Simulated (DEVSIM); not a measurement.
Structure: Schottky contact on n-type InP, at 300 K.

Layer 1 from the left is InP, thickness (μm) 0.870, Nd (cm⁻³) 2.4e17, τn (s) 6.3e-10, τp (s) 6.3e-10.

Left contact: Schottky, work function 4.98 eV, emission velocity 2.4e6 cm/s. Right contact: ohmic. Voltage is applied to the left contact. Recombination: SRH at mid-gap. Mobility is μmin + (μ − μmin)/(1 + (N/Nref)^α).

Constants are typed, rounded textbook-type inputs, not results; the design itself was drawn at random and stands for no fabricated device. Values at 300 K.

InP: gap (eV) 1.344, affinity (eV) 4.38, permittivity 12.5, Nc (cm⁻³) 5.7e17, Nv (cm⁻³) 1.1e19, μn (cm²/Vs) 5200, μp (cm²/Vs) 170, μn,min 400, μp,min 10, Nref,n 3e17, Nref,p 4.9e17, αn 0.47, αp 0.62.

Model (solved in DEVSIM): 1D drift-diffusion, Boltzmann statistics, complete ionisation; no tunnelling, impact ionisation, image-force lowering or self-heating. Metal contacts follow the ideal Schottky-Mott rule: no Fermi-level pinning, no interface dipoles.

Dark forward current:

| |V| (V) | |J| (A/cm²) |
|---|---|
| 0.05 | 0.0001075 |
| 0.10 | 0.0008510 |
| 0.15 | 0.005993 |
| 0.20 | 0.04155 |
| 0.25 | 0.2874 |
| 0.30 | 1.987 |
| 0.35 | 13.73 |
| 0.40 | 94.59 |
| 0.45 | 642.3 |
| 0.50 | 4005 |

Question: Work out the local ideality factor n = ΔV / (kT/q · ln(J2/J1)) between the rows 0.15 and 0.20 V, 0.45 and 0.50 V.

Answer: kT/q = 25.85 mV. From 0.15 to 0.20 V: ln(0.04155/0.005993) = 1.936, n = 1.00, near the 1 of diffusion or emission over a barrier. From 0.45 to 0.50 V: ln(4005/642.3) = 1.830, n = 1.06, near the 1 of diffusion or emission over a barrier.

Question: Estimate the current at 0.30 V for emission alone, J0 = q v N_band exp(−φB/kT), and read the barrier back from the simulated current.

Answer: φB = 0.600 eV, N_band = 5.70e17 cm⁻³, J0 = 1.82e-5 A/cm²; J = J0 (exp(qV/kT) − 1) = 2.00 A/cm². The simulation gives 1.99 A/cm², the same within the digits that matter. Read backwards, the simulated current gives an apparent barrier of 0.600 eV. The estimate leaves out transport through the depletion region and minority injection.
